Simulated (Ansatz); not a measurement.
Cell and atoms of amorphous Ti20O41Ag2:

```xyz
63
Lattice="9.5064 0.0251 0.0795 0.0251 9.2324 -0.1172 0.0795 -0.1172 9.0919" Properties=species:S:1:pos:R:3 pbc="T T T"
Ti     7.1352     7.5222     6.1816
Ti     9.2156     4.1058     1.0187
Ti     2.7312     4.8042     3.4748
Ti     2.3989     2.2253     1.4341
Ti     6.2286     4.0420     3.6552
Ti     4.2414     4.0887     6.5462
Ti     9.4297     3.2337     4.4078
Ti     7.8053     6.1861     8.9370
Ti     5.7583     1.4577     5.5642
Ti     7.7032     3.7209     7.0687
Ti     5.5828     6.7880     2.7786
Ti     4.0300     7.3507     5.5147
Ti     2.9692     0.1568     7.5653
Ti     7.5536     0.5624     8.4119
Ti     4.5613     6.7389     8.8184
Ti     1.1350     2.5401     7.4391
Ti     3.5002     8.6475     2.0110
Ti     5.9766     1.1848     1.8651
Ti     9.0631     6.4455     3.3982
Ti     9.3720     0.6325     2.4447
O      7.0250     0.2395     6.4801
O      4.0380     1.3733     2.0117
O      3.5021     8.0559     3.8659
O      3.4616     8.5606    -0.0551
O      4.9463     3.2181     4.8446
O      2.5845     1.6973     8.7732
O      5.3008     7.3407     7.1455
O      4.0952     5.1347     8.1222
O      9.1334     8.1064     2.7236
O      6.4218     2.9795     2.2519
O      1.8271     3.3280     4.1446
O      2.7447     3.9664     1.8177
O      7.7894     4.1795     9.0667
O      7.1167     5.8222     3.0663
O      5.4911     8.5777     2.1191
O      0.4402     2.3426     1.4574
O      1.4168     6.0305     3.5112
O      0.1140     3.5829     6.1991
O      5.9400     0.9874     9.0564
O      5.8525     7.3046     4.7373
O      7.4982     5.6118     7.0865
O      2.6129     7.6762     6.7429
O      4.2346     0.4906     6.2123
O      9.1363     1.4843     4.0470
O      3.6121     5.5089     5.4113
O      7.8733     0.6800     1.3016
O      6.1616     1.0303     3.9653
O      2.7985     3.1322     6.6754
O      8.0082     7.9083     8.0878
O      9.0826     4.3665     2.9735
O      7.5314     3.6460     5.0235
O      5.9933     3.0423     7.0456
O      8.5117     6.9932     5.0811
O      3.7819     6.8320     1.5812
O      1.0460     4.0221     8.6908
O      9.1242     6.0792     1.0200
O      4.7170     5.1812     3.1943
O      1.3562     0.7983     6.8428
O      6.1167     6.5325     0.6640
O      8.5935     2.0399     7.9363
O      1.7746     0.3729     2.1932
Ag     1.6209     5.9641     7.7560
Ag     2.4523     1.0885     4.6019
```

Calculation: PBE, scalar-relativistic without spin-orbit coupling (plane waves to 420 eV, PAW; Ansatz, a first-principles code).

It comes from a melt-quench run on a machine-learned potential (CHGNet), relaxed afterwards by DFT. O atoms were pushed apart under 1.9 Å during the dynamics, to hinder bonds among them. The hot cell started wider than the set density and was brought back towards it in steps. It is the lowest in DFT energy of 2 quenches. It is a model cell: composition and starting density were chosen by hand, and all elements were melted together. No dispersion term was used. Its density started from a set value of 3.87 and ended at 3.81 g/cm³. The quench (nominally 300 K/ps over its main leg) was far faster than any real one, so the model tends to hold more defects than a real film. A cell of this size samples the disorder only roughly. Volume and shape were free in the relaxation. On a 2×2×2 Γ-centred mesh force components of up to 0.18 eV/Å stay, since the relaxation ran on the zone centre alone.

Cut-offs for bonds: Ti-Ti 3.12 Å, Ti-O 2.52 Å, Ti-Ag 3.16 Å, O-O 1.58 Å, O-Ag 2.53 Å, Ag-Ag 3.19 Å. Two cations that share two anions don't count as bonded, nor two that share one unless they lie closer than Ti-Ti 3.04 Å, Ti-Ag 3.07 Å, Ag-Ag 3.10 Å.

Task: Give the coordination numbers, mean bond lengths and angles.

Result: 
```
Quantity                                                                                             Result
---------------------------------  ------------------------------------------------------------------------
Mean coordination of Ti by anions  5.40 (12 with 5, 8 with 6); 1 close contacts or bonds to cations besides
Mean coordination of O                                                2.76 (11 with 2, 29 with 3, 1 with 4)
Mean coordination of Ag by anions   2.50 (1 with 2, 1 with 3); 1 close contacts or bonds to cations besides
Mean Ti-O bond                                                        1.961 Å (spread 0.125 Å, 108 counted)
Mean O-Ag bond                                                          2.362 Å (spread 0.120 Å, 5 counted)
Bond angle at Ti                                                                  mean 104.7°, spread 27.4°
Bond angle at O                                                                   mean 118.4°, spread 19.3°
Bond angle at Ag                                                                  mean 116.9°, spread 28.7°
```

Task: List the pairs of like atoms that count as bonded by the rules above.

Result: There are none by these rules.
